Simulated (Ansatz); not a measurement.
Ta2O5 (model structure, C2/c, No. 15, 14 atoms in the cell) was calculated with PBEsol (plane waves, PAW; Ansatz, a program for electronic structure).

Run with plane-wave cutoff 520 eV, 8×8×6 k mesh (along the axes of the cell as run), Fermi–Dirac smearing 0.01 eV, scalar-relativistic PAW data made under PBE.

Cell (relaxed at this level):

Ta₂O₅ has the monoclinic space group C2/c (No. 15), Pearson symbol mS28. Lattice parameters: a = 12.819 Å, b = 4.869 Å, c = 5.525 Å, α = γ = 90.00°, β = 103.69°. Ta on 8f has 4 O at 1.841–1.988 Å and 2 O at 2.122–2.143 Å (octahedral). O1 on 8f sees 1 Ta at 1.841 Å and 1 Ta at 1.985 Å (bent). O2 on 8f sees 1 Ta at 1.988 Å and 2 Ta at 2.122–2.143 Å (trigonal planar). O3 on 4e has 2 Ta at 1.911 Å (bent). (Neighbours: up to the widest gap in distance over summed covalent radii, below 1.35, at either atom; cation-cation and far metal-metal contacts left out.)
(The calculation used a cell of 14 atoms; values per cell refer to that cell.)

**Question.** Estimate the band gap and Γ–Γ gap that the calculation returns.

**Answer.** 
- band gap = 3.17 eV (on the SCF k mesh)
- Γ–Γ gap = 3.46 eV

Note: the relaxation could raise the start's symmetry but not lower it, so the cell can be a saddle point.

Spin–orbit coupling is not included.

A model structure was made by putting elements into a prototype or built by hand; it is no filed structure, need not be a known phase, and can be a saddle point held by its symmetry.
